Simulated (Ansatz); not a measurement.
# Carrier properties of InP (F-43m)

Data:

```yaml
crystal:
  lattice:
    - [0.00000, 2.82895, 2.82895]
    - [2.82895, 0.00000, 2.82895]
    - [2.82895, 2.82895, 0.00000]
  atoms:
    - { symbol: In, position: [0.00000, 0.00000, 0.00000] }
    - { symbol: P, position: [0.25000, 0.25000, 0.25000] }
```

These are PBEsol with spin-orbit coupling, rigid bands (plane waves, PAW; Ansatz, a quantum-chemistry and plane-wave program) values and carry that method's errors. Condition of this run: hydrostatic pressure 10 GPa (the target of the relaxation). Geometry: cell and atoms relaxed with PBEsol, then loaded as said.

```json
{
  "band_gap": "1.14 eV",
  "electron conductivity mass (300 K, dilute)": "0.099 mₑ",
  "hole conductivity mass (300 K, dilute)": "0.49 mₑ",
  "effective density of states N_c (300 K)": "7.3e17 cm⁻³",
  "effective density of states N_v (300 K)": "2.0e19 cm⁻³",
  "density_of_states_mass_electrons": "0.095 mₑ",
  "density_of_states_mass_holes": "0.85 mₑ",
  "Seebeck coefficient, n-type 1e19 cm⁻³, 300 K": "-73 μV/K",
  "Seebeck coefficient, p-type 1e19 cm⁻³, 300 K": "304 μV/K",
  "best p-type power factor at 300 K for τ = 10 fs (best axis; densities from 1e16 to 1e21 cm⁻³ tried, whether or not they can be reached)": "13.0 μW/(cm·K²) at 3e20 cm⁻³"
}
```

Rigid bands; masses and Seebeck coefficients take one relaxation time τ for all states and one kind of carrier; polarons and phonon drag are left out.
